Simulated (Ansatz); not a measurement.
**Hypothetical rock salt SbP: pressure series**

Start from SbP in the rock salt structure (space group Fm-3m, No. 225; a hypothetical phase, not in the database extracts checked).

```xyz
2
Lattice="0.0000 2.8170 2.8170 2.8170 0.0000 2.8170 2.8170 2.8170 0.0000" Properties=species:S:1:pos:R:3 pbc="T T T"
P      0.0000     0.0000     0.0000
Sb     2.8170     2.8170     2.8170
```

Cell and atoms are relaxed at each pressure.

The values are results of PBE (Ansatz, a quantum-chemistry and plane-wave program, PAW, without spin-orbit coupling), not measurements.

Notes on the quantities. enthalpy: H = E + PV relative to the base's energy.

```csv
case,enthalpy,lattice parameter a
base,–,5.634 Å
pressure −2 GPa,-0.28 eV/atom,5.689 Å
pressure −1 GPa,-0.14 eV/atom,5.661 Å
pressure 0.3 GPa,+0.04 eV/atom,5.627 Å
pressure 0.7 GPa,+0.10 eV/atom,5.617 Å
pressure 1.5 GPa,+0.21 eV/atom,5.598 Å
pressure 3 GPa,+0.41 eV/atom,5.564 Å
pressure 5 GPa,+0.68 eV/atom,5.523 Å
pressure 7.5 GPa,+1.00 eV/atom,5.477 Å
pressure 10 GPa,+1.32 eV/atom,5.435 Å
```

Load acts through the strain it causes; cell and atoms are relaxed under it. Whether these cells are dynamically stable was not tested. No other phases were tried under pressure. All final runs are without spin polarisation.
